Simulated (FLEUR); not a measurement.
A self-consistent single point of BaSn (Cmcm, 4 atoms in the cell) with FLEUR.

Method of the run: LDA (Perdew-Zunger), all-electron FLAPW (FLEUR), scalar-relativistic valence.

```
BaSn
1.0
    2.68307    -6.36291     0.00000
    2.68307     6.36291     0.00000
    0.00000     0.00000     4.71514
Ba Sn
2 2
Direct
  0.13558   0.86442   0.25000
  0.86442   0.13558   0.75000
  0.42794   0.57206   0.25000
  0.57206   0.42794   0.75000
```

Reference input (self-consistent single point, DFT, PBEsol, all-electron FLAPW (FLEUR), scalar-relativistic valence): Kmax = 3.8 1/bohr; GmaxXC = 11.4 1/bohr; xcFunctional = PBEs; jspins = 1; l_soc = F; mode = hist; fermiSmearingEnergy = 0.00183747 Htr; mesh (inpgen div1-3) = 5 5 5; inpgen gamma flag = false; Gmax = 11.4 1/bohr; numbands = 0; maxIterBroyd = 15. This run's input differs from it in these lines:

```diff
@@ -16,3 +16,3 @@
 &comp jspins=1 /
-&exco xctyp='PBEs' /
+&exco xctyp='pz' /
 &kpt div1=5 div2=5 div3=5 /
@@ -29,3 +29,3 @@
       <coreElectrons ctail="T" frcor="F" kcrel="0" coretail_lmax="0"/>
-      <xcFunctional name="PBEs" relativisticCorrections="F"/>
+      <xcFunctional name="pz" relativisticCorrections="F"/>
       <magnetism jspins="1"/>
```

Output, abridged:

```
 Iteration:     1   Distance:       3.64356059 me/bohr^3
 Iteration:     2   Distance:       3.38015535 me/bohr^3
 Iteration:     3   Distance:       1.82604030 me/bohr^3
 Iteration:     4   Distance:       1.15170353 me/bohr^3
 Iteration:     5   Distance:       0.62152984 me/bohr^3
   [... 9 lines left out ...]
 Iteration:    15   Distance:       0.00004679 me/bohr^3
 Iteration:    16   Distance:       0.00004317 me/bohr^3
 Iteration:    17   Distance:       0.00001990 me/bohr^3
 Iteration:    18   Distance:       0.00000783 me/bohr^3
 Reset of history
 Run finished successfully
 Stop message:
   Structural relaxation: new displacements generated

[file out, last iteration]
             iter=     19
[...]
          total density-effective poten   -4.7824935279E+04
          total charge density-energy d   -7.0410245079E+02
 Updated energy parameters for spin:           1
[...]
 fermi energy and band-weighting factors:

[...]
FERMIE:
          first approx. to ef    (T=0)  :   0.237057 htr   (energy of the highest occ. eigenvalue)
          number of occ. states  (T=0)  :        649
          first approx. to seigv (T=0)  : -15.469782 htr
          sum of weights of occ. states :  24.000000
          sum of semicore charge        :   0.000000 e
FERHIS:  Fermi-Energy by histogram:
          bandgap                     :   0.002451 htr
   [... lines left out ...]
          charge neutrality (T=0)     :   0.000000    (zero if the highest occ. eigenvalue is "entirely" occupied)
     EF_NEWTON:  Adjust Fermi-Energy by Newton-Method.
 Direct bandgap for spin            1 :    1.6044234622627579E-002  Htr
 ---->    free energy=                    -28614.0193495837 htr
   [... lines left out ...]
      extrapolation for T->0
 ---->    total electron energy=          -28614.0191206391 htr
 ***** TOTAL FORCES ON ATOMS *****
 TOTAL FORCE FOR ATOM TYPE=  1  X=  0.000   Y= -3.260   Z=  2.228
                       FX_TOT= 0.000000 FY_TOT= 0.001878 FZ_TOT= 0.000000
 TOTAL FORCE FOR ATOM TYPE=  2  X=  0.000   Y=-10.291   Z=  2.228
                       FX_TOT= 0.000000 FY_TOT=-0.001701 FZ_TOT= 0.000000
```

The run converged in 18 iterations. FLEUR gives forces in its relaxation mode, with a further iteration, so its stop message speaks of a relaxation. 

The starting cell comes from a database of computed structures (which also holds hypothetical and non-ambient phases and stackings), without a prior relaxation at this level. Values depend on the basis (sphere radii, cutoffs, local orbitals), which need not be converged. The log's line on a gap gives a spacing of levels on this mesh, which the program prints for metals too.

Cost on one core of a shared machine: roughly 4 min.
